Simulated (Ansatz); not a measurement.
The parent structure is Si in the diamond structure (space group Fd-3m, No. 227; a = 5.444 Å).

It is then changed as follows: cell and atoms relaxed at a pressure of 0.7 GPa.

Levels (all Ansatz, a quantum-chemistry and plane-wave program, PAW, earlier PAW set): r2SCAN (500 eV, no spin-orbit coupling); HSE06 (420 eV, no SOC); HSE06+SOC (420 eV, with spin-orbit coupling).

One geometry, relaxed with r2SCAN, under each level:

The valence-band top lists the three highest levels at Γ (Kramers pairs under SOC), from the VBM.

```csv
level,band gap,lowest conduction level above the VBM at special points,valence-band top at Γ
r2SCAN,0.76 eV,X 0.91 eV; U 1.42 eV; K 1.42 eV; Γ 2.74 eV,"0.00, 0.00, 0.00 eV"
HSE06,1.13 eV,X 1.28 eV; U 1.81 eV; K 1.81 eV; Γ 3.31 eV,–
HSE06+SOC,1.11 eV,X 1.26 eV; U 1.79 eV; K 1.79 eV; Γ 3.27 eV,"0.00, 0.00, -0.05 eV"
```

Single points use the geometry relaxed with r2SCAN. Their cutoffs differ, which shifts pressures a little. HSE06 was sampled on its mesh, a few special points and the semilocal edge points, so its gap is an upper bound. The spin-orbit shifts are approximate. Load acts through the strain it causes; cell and atoms are relaxed under it. Stability against distortions was not tested.
